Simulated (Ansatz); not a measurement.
An Ansatz (an electronic-structure program) run: LiNbO3 with a change (isotropic strain −3.00 %); Ansatz, PBEsol, PAW, cutoff 420 eV, spin-orbit coupling left out.

Input:

Ansatz 0.2 input:
```yaml
crystal:
  lattice:
    - [2.4903106221, 1.437781508, 4.469794519]
    - [-2.4903106221, 1.437781508, 4.469794519]
    - [0, -2.875563016, 4.469794519]
  atoms:
    - { symbol: Li, position: [0.2807800672, 0.2807800672, 0.2807800672] }
    - { symbol: Li, position: [0.7807800672, 0.7807800672, 0.7807800672] }
    - { symbol: Nb, position: [0.9983911247, 0.9983911247, 0.9983911247] }
    - { symbol: Nb, position: [0.4983911247, 0.4983911247, 0.4983911247] }
    - { symbol: O, position: [0.109320206, 0.3599763535, 0.7186322486] }
    - { symbol: O, position: [0.7186322486, 0.109320206, 0.3599763535] }
    - { symbol: O, position: [0.3599763535, 0.7186322486, 0.109320206] }
    - { symbol: O, position: [0.2186322486, 0.8599763535, 0.609320206] }
    - { symbol: O, position: [0.8599763535, 0.609320206, 0.2186322486] }
    - { symbol: O, position: [0.609320206, 0.2186322486, 0.8599763535] }
basis: { ecutwfc: 420, ecutrho_ratio: 4, xc_grid: 2, fft_grid_basis: typed }
kpoints: { mp_grid: { grid: [8, 8, 8] } }
hamiltonian:
  xc: pbesol
  dispersion: none
  pseudopotentials: { kind: paw }
scf: { occupations: { method: fermi_dirac, width: 0.05 }, convergence: { dr2_threshold: 0.000000001 } }
relax: { f_tol: 0.005, max_steps: 50 }
output: { forces: true, stress: true }
checkpoint: { write: state.ck, write_every: 1000 }
```

Output (explanatory and most iteration lines left out):

```
Relaxation: its limit of steps is 50 (relax.max_steps)
Pseudopotential: Li, paw, valence charge 3
Pseudopotential: Nb, paw, valence charge 13
Pseudopotential: O, paw, valence charge 6
Crystal: 10 atoms, lattice volume = 96.025 Å³
Basis set: ecut = 420 eV, 1887 PW (Γ), exchange–correlation on 72×72×72 points (8 copies of the dense FFT grid, shifted against one another)
Bands: 44, of which v1, the nominal top of the filled ones, is band 34 counted from 1 (33 counted from 0)
Symmetry: 6 space group operations
Space group: R3c (ITA 161), of the structure as read, at distance tolerance 4.6e-5 Å
k-points: 65 of 512 (time reversal used)
Functional: x = pbesol(κ = 0.804, μ = 0.12345679012345678), c = pbesol(β = 0.046)
SCF iter   1: F=—  HF=-12772.305019 eV  |F-HF|=—  |Δ(HF+E_count)|=         —  Δρ=1.75e-2  dr2=2.39e-1  ethr=1.77e-3  ⟨swp⟩=6.2  Hψ=12145  notcnv=0  defer=11
SCF iter   2: F=—  HF=-12772.249911 eV  |F-HF|=—  |Δ(HF+E_count)|=   5.51e-2  Δρ=4.26e-3  dr2=1.47e-2  ethr=3.52e-4  ⟨swp⟩=2.0  Hψ=4841  notcnv=0  defer=257
SCF 1 converged in 8 iterations: F = -12772.246874 eV  dr2 = 5.74e-10
relax step   1: F+E_penalty+E_count = -12772.24687407 eV  Δ(F+E_penalty+E_count) = +0.000e0 eV  max|allowed force component| = 1.272e0 eV/Å  Δτ_max = 0.0000 Å  (8 SCF iters, accepted)
Crystal: 10 atoms, lattice volume = 96.025 Å³
SCF iter   1: F=—  HF=-12772.521638 eV  |F-HF|=—  |Δ(HF+E_count)|=         —  Δρ=6.61e-3  dr2=5.48e-2  ethr=7.86e-5  ⟨swp⟩=1.0  Hψ=8995  notcnv=0  defer=260
SCF iter   2: F=—  HF=-12772.509478 eV  |F-HF|=—  |Δ(HF+E_count)|=   1.22e-2  Δρ=3.62e-3  dr2=1.37e-2  ethr=7.86e-5  ⟨swp⟩=2.0  Hψ=4146  notcnv=0  defer=260
SCF 2 converged in 8 iterations: F = -12772.505203 eV  dr2 = 4.51e-10
relax step   2: F+E_penalty+E_count = -12772.50520331 eV  Δ(F+E_penalty+E_count) = -2.583e-1 eV  max|allowed force component| = 4.368e-1 eV/Å  Δτ_max = 0.0570 Å  (8 SCF iters, accepted)
Crystal: 10 atoms, lattice volume = 96.025 Å³
SCF iter   1: F=—  HF=-12772.545105 eV  |F-HF|=—  |Δ(HF+E_count)|=         —  Δρ=3.54e-3  dr2=1.45e-2  ethr=2.72e-4  ⟨swp⟩=4.0  Hψ=6622  notcnv=0  defer=260
SCF iter   2: F=—  HF=-12772.542509 eV  |F-HF|=—  |Δ(HF+E_count)|=   2.60e-3  Δρ=1.98e-3  dr2=5.37e-3  ethr=2.14e-5  ⟨swp⟩=1.0  Hψ=3380  notcnv=0  defer=260
SCF 3 converged in 7 iterations: F = -12772.541023 eV  dr2 = 5.46e-10
relax step   3: F+E_penalty+E_count = -12772.54102278 eV  Δ(F+E_penalty+E_count) = -3.582e-2 eV  max|allowed force component| = 5.806e-2 eV/Å  Δτ_max = 0.0328 Å  (7 SCF iters, accepted)
Crystal: 10 atoms, lattice volume = 96.025 Å³
SCF iter   1: F=—  HF=-12772.541430 eV  |F-HF|=—  |Δ(HF+E_count)|=         —  Δρ=3.71e-4  dr2=7.60e-5  ethr=1.94e-6  ⟨swp⟩=2.0  Hψ=5708  notcnv=0  defer=260
SCF iter   2: F=—  HF=-12772.541418 eV  |F-HF|=—  |Δ(HF+E_count)|=   1.20e-5  Δρ=1.97e-4  dr2=2.18e-5  ethr=1.12e-7  ⟨swp⟩=1.0  Hψ=3380  notcnv=0  defer=260
SCF 4 converged in 6 iterations: F = -12772.541415 eV  dr2 = 5.79e-11
relax step   4: F+E_penalty+E_count = -12772.54141509 eV  Δ(F+E_penalty+E_count) = -3.923e-4 eV  max|allowed force component| = 4.371e-2 eV/Å  Δτ_max = 0.0029 Å  (6 SCF iters, accepted)
Crystal: 10 atoms, lattice volume = 96.025 Å³
SCF iter   1: F=—  HF=-12772.541667 eV  |F-HF|=—  |Δ(HF+E_count)|=         —  Δρ=9.10e-4  dr2=3.47e-4  ethr=2.78e-6  ⟨swp⟩=2.0  Hψ=6240  notcnv=0  defer=260
SCF iter   2: F=—  HF=-12772.541607 eV  |F-HF|=—  |Δ(HF+E_count)|=   6.04e-5  Δρ=4.58e-4  dr2=9.71e-5  ethr=5.10e-7  ⟨swp⟩=1.0  Hψ=3380  notcnv=0  defer=260
SCF 5 converged in 7 iterations: F = -12772.541584 eV  dr2 = 8.75e-11
relax step   5: F+E_penalty+E_count = -12772.54158416 eV  Δ(F+E_penalty+E_count) = -1.691e-4 eV  max|allowed force component| = 1.392e-2 eV/Å  Δτ_max = 0.0050 Å  (7 SCF iters, accepted)
[...]
SCF 6 converged in 6 iterations: F = -12772.541647 eV  dr2 = 1.08e-10
relax step   6: F+E_penalty+E_count = -12772.54164656 eV  Δ(F+E_penalty+E_count) = -6.240e-5 eV  max|allowed force component| = 3.186e-3 eV/Å  Δτ_max = 0.0020 Å  (6 SCF iters, accepted)
SCF converged after 6 iterations
Free energy (F): -12772.541647 eV
Internal energy: -12772.541647 eV  (E = F + TS)
E sigma→0 (E₀):  -12772.541647 eV
Fermi energy:    10.322094 eV
--- Forces (eV/Å), atoms counted from 1 ---
  atom   1  Li     0.00000000     0.00000000     0.00156789
  atom   2  Li     0.00000000     0.00000000     0.00156789
  atom   3  Nb    -0.00000000     0.00000000    -0.00188237
  atom   4  Nb     0.00000000    -0.00000000    -0.00188237
  atom   5  O      0.00018448    -0.00318619     0.00010535
  atom   6  O      0.00266708     0.00175286     0.00010535
  atom   7  O     -0.00285156     0.00143333     0.00010535
  atom   8  O      0.00285156     0.00143333     0.00010535
  atom   9  O     -0.00018448    -0.00318619     0.00010535
  atom  10  O     -0.00266708     0.00175286     0.00010535
--- Stress (GPa, compression-positive) ---
       12.440266       0.000000      -0.000000
        0.000000      12.440266       0.000000
        0.000000       0.000000      13.583613
  P = ⅓ Tr σ = 12.8214 GPa (128.214 kbar)
--- Relaxed structure (6 steps of the walk, 6 accepted, 0 SCFs on fresh bases) ---
  atoms:
    - { symbol: Li, position: [0.2833807806583399, 0.2833807806583399, 0.2833807806583399] }
    - { symbol: Li, position: [0.7833807806583398, 0.7833807806583398, 0.7833807806583398] }
    - { symbol: Nb, position: [0.9983738124704876, 0.9983738124704876, 0.9983738124704876] }
    - { symbol: Nb, position: [0.4983738124704876, 0.4983738124704876, 0.4983738124704876] }
    - { symbol: O, position: [0.09507222615370037, 0.37863022782183964, 0.7116429528956325] }
    - { symbol: O, position: [0.7116429528956325, 0.09507222615370031, 0.37863022782183964] }
    - { symbol: O, position: [0.37863022782183975, 0.7116429528956325, 0.0950722261537002] }
    - { symbol: O, position: [0.2116429528956324, 0.8786302278218395, 0.5950722261537003] }
    - { symbol: O, position: [0.8786302278218397, 0.5950722261537005, 0.21164295289563245] }
    - { symbol: O, position: [0.5950722261537003, 0.2116429528956324, 0.8786302278218396] }
```

Stability against distortions was not tested. The cell was made from LiNbO₃ (space group R3c, No. 161) by this change: isotropic strain −3.00 %.
